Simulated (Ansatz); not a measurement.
## Si3Mo5 (I4/mcm, No. 140, 16 atoms in the cell)

These are r²SCAN+rVV10 (PAW; Ansatz, a first-principles code) values and carry that method's errors.

Numerical settings: plane-wave cutoff 500 eV, 10×10×10 k mesh, Fermi–Dirac smearing 0.05 eV, no spin polarisation, scalar-relativistic PAW data made under PBE.

Cell (relaxed at this level):

```xyz
16
Lattice="-4.8132 4.8132 2.4413 4.8132 -4.8132 2.4413 4.8132 4.8132 -2.4413" Properties=species:S:1:pos:R:3 pbc="T T T"
Si     1.6104     3.2028     0.0000
Si     3.2028     1.6104     2.4413
Si     6.4236     1.6104     0.0000
Si    -1.6104     3.2028     2.4413
Si     0.0000     0.0000     1.2206
Si     0.0000     0.0000     3.6619
Mo     2.1559    -0.7398     2.4413
Mo     2.6573     5.5530     0.0000
Mo     0.7398     2.1559     2.4413
Mo     4.0734     2.6573     0.0000
Mo     2.1559     0.7398     0.0000
Mo     2.6573     4.0734     2.4413
Mo     0.7398     7.4705     0.0000
Mo     4.0734    -2.6573     2.4413
Mo     0.0000     4.8132     1.2206
Mo     4.8132     0.0000     1.2206
```

```
Quantity  Result
--------  ------
band gap    none
```

Note: the relaxation could not lower the start's symmetry, so the cell can be a saddle point above a distorted one.

Spin–orbit coupling is not included.

Computed values are for the static lattice.
